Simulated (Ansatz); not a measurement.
Start from AlCo in the CsCl type structure (space group Pm-3m, No. 221; non-magnetic).

```
AlCo
1.0
    2.85196     0.00000     0.00000
    0.00000     2.85196     0.00000
    0.00000     0.00000     2.85196
Al Co
1 1
Direct
  0.00000   0.00000   0.00000
  0.50000   0.50000   0.50000
```

Levels (all Ansatz, a quantum-chemistry and plane-wave program, PAW, earlier PAW set): PBE (420 eV, no SOC); r2SCAN (500 eV, without spin-orbit coupling).

Levels that relaxed their own cell: PBE and r2SCAN.

| level | lattice parameter a |
|---|---|
| PBE | 2.852 Å |
| r2SCAN | 2.823 Å |

Measured: lattice parameter a 2.861 Å (room temperature; as listed in Yamada, Ryo, Mohri, Tetsuo, arXiv (2019)).

Computed minus measured — lattice parameter a: PBE -0.3 %, r2SCAN -1.3 % (closest: PBE). Measured values not marked as corrected hold thermal and zero-point effects that the static-lattice runs lack.

Other magnetic orders, which the real material may have, were not ruled out. Whether these cells are dynamically stable was not tested. Starting moments died away, wholly or in part, for Ni → Co; another magnetic solution may exist. Spin-polarised in the final run: r2SCAN AlCo; the other runs are not.
